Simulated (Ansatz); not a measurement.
Consider Ta-vacancy pair (Ta on one host Mo site, one Mo site vacant) in bcc Mo, neutral cell. The step: direct exchange of Ta with the vacancy (Ta-vacancy distance between ideal sites 2.74 Å throughout); the atom moves 2.57 Å along (0.47, 0.47, 0.47) of the unit cell; the moving atom starts with neighbours 2 Mo at 2.74, Mo at 2.75, 3 Mo at 2.78, Mo at 2.83, 3 Mo at 3.12, 2 Mo at 3.20, Mo at 3.21 Å and ends with 2 Mo at 2.74, Mo at 2.75, 3 Mo at 2.78, Mo at 2.83, 3 Mo at 3.12, 2 Mo at 3.20, Mo at 3.21 Å. DFT values are from Ansatz (plane-wave PAW, 420 eV unless said) in a cell of 36 host sites, spin-restricted, static, with no finite-size correction. Forms of the defect that were not tried may lie lower. For the PBE band: the saddle point's order was not checked, and it lies on a symmetry element of the cell, where a band can be held.

```json
[
 {"Level": "CHGNet universal potential (has no charge state), its own band", "Forward barrier (eV)": "0.41", "Cost of the band or of the saddle's single point": "-"},
 {"Level": "PBE, a 2×2×3 k-point mesh shifted by half a step, band relaxed", "Forward barrier (eV)": "1.24", "Cost of the band or of the saddle's single point": "very roughly 70 core-minutes"},
 {"Level": "PBE, a 3×3×5 k-point mesh shifted by half a step, same geometries", "Forward barrier (eV)": "1.10", "Cost of the band or of the saddle's single point": "very roughly 8 core-minutes"},
 {"Level": "r2SCAN at 500 eV, a 2×2×3 k-point mesh shifted by half a step, same geometries", "Forward barrier (eV)": "1.33", "Cost of the band or of the saddle's single point": "about 6 core-minutes (a rough figure)"}
]
```

Ansatz is a first-principles code.
